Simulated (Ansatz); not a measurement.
We consider ScBeNO (model structure, started from the LaZnOP type, P4/nmm, No. 129, 8 atoms in the cell), described by HSE06 in Ansatz (plane waves, PAW).

Settings: plane-wave cutoff 460 eV, 6×6×4 k mesh (along the axes of the cell as run), Fermi–Dirac smearing 0.01 eV, scalar-relativistic PAW data made under PBE.

Cell (relaxed with PBEsol):

```cif
data_Be2N2O2Sc2
_chemical_formula_sum 'Sc2 Be2 N2 O2'
_space_group_name_H-M_alt 'P4/nmm :1'
_space_group_IT_number 129
_space_group_name_Hall 'P 4ab 2ab -1ab'
_cell_length_a 3.32250
_cell_length_b 3.32250
_cell_length_c 6.81555
_cell_angle_alpha 90.000
_cell_angle_beta 90.000
_cell_angle_gamma 90.000
loop_
_space_group_symop_operation_xyz
  'x, y, z'
  '-y+1/2, x+1/2, z'
  '-x, -y, z'
  'y+1/2, -x+1/2, z'
  'x+1/2, -y+1/2, -z'
  '-y, -x, -z'
  '-x+1/2, y+1/2, -z'
  'y, x, -z'
  '-x+1/2, -y+1/2, -z'
  'y, -x, -z'
  'x+1/2, y+1/2, -z'
  '-y, x, -z'
  '-x, y, z'
  'y+1/2, x+1/2, z'
  'x, -y, z'
  '-y+1/2, -x+1/2, z'
loop_
_atom_site_label
_atom_site_type_symbol
_atom_site_symmetry_multiplicity
_atom_site_Wyckoff_symbol
_atom_site_fract_x
_atom_site_fract_y
_atom_site_fract_z
_atom_site_occupancy
Sc1 Sc 2 c 0.50000 0.00000 0.16331 1
Be1 Be 2 b 0.50000 0.50000 0.50000 1
N1 N 2 c 0.00000 0.50000 0.39147 1
O1 O 2 a 0.00000 0.00000 0.00000 1
```

Task: Predict the band gap, smallest direct gap on the k points sampled and direct gap at Γ.

Result: 
- band gap = 4.23 eV (indirect)
- smallest direct gap on the k points sampled = 4.63 eV
- direct gap at Γ = 5.28 eV

Note: the relaxation could raise the start's symmetry but not lower it, so the cell can be a saddle point; cell and atoms aren't relaxed at this level (largest force component 0.28 eV/Å, pressure 0.7 GPa).

Static lattice: no zero-point or thermal effects.

It cost very roughly 5 core-minutes of CPU time.

A model structure was made by putting elements into a prototype or built by hand; it is no filed structure, need not be a known phase, and can be a saddle point held by its symmetry.

Ansatz is an electronic-structure program.
